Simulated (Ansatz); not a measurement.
# Ti: tensor shear ε_xz = +1.14 %

The parent structure is Ti in the hcp (Mg type) structure (space group P6_3/mmc, No. 194; a = 2.936 Å, c = 4.640 Å; relaxed with 0.1 eV smearing). Axes: x lies along a and z along c of the hexagonal cell.

Modification: tensor shear ε_xz = +1.14 % (engineering shear γ = 0.0228), atoms relaxed at fixed cell.

Computed with r2SCAN in Ansatz (plane waves to 500 eV, PAW, scalar-relativistic without spin-orbit coupling). k-mesh 23×23×13 (Γ-centred); smearing 0.1 eV (Fermi–Dirac).

The volume per atom stays 17.32 Å³ and the space group changes from P6_3/mmc (No. 194) to C2/c (No. 15). The shortest interatomic distance falls by 0.027 Å to 2.847 Å and the energy increases by 1.3 meV/atom. The band gap is still zero and the stress (xx, yy, zz, yz, xz, xy; compression positive) amounts to (0.0, 0.0, 0.0, 0.0, -1.1, 0.0) GPa.

Cost of the whole job for the changed cell (relaxation, final SCF and bands): around 2.7 core-minutes (rough).

The cells carry an imposed strain or load. No phonon test of stability was made. All final runs are without spin polarisation.

Ansatz is a first-principles code.
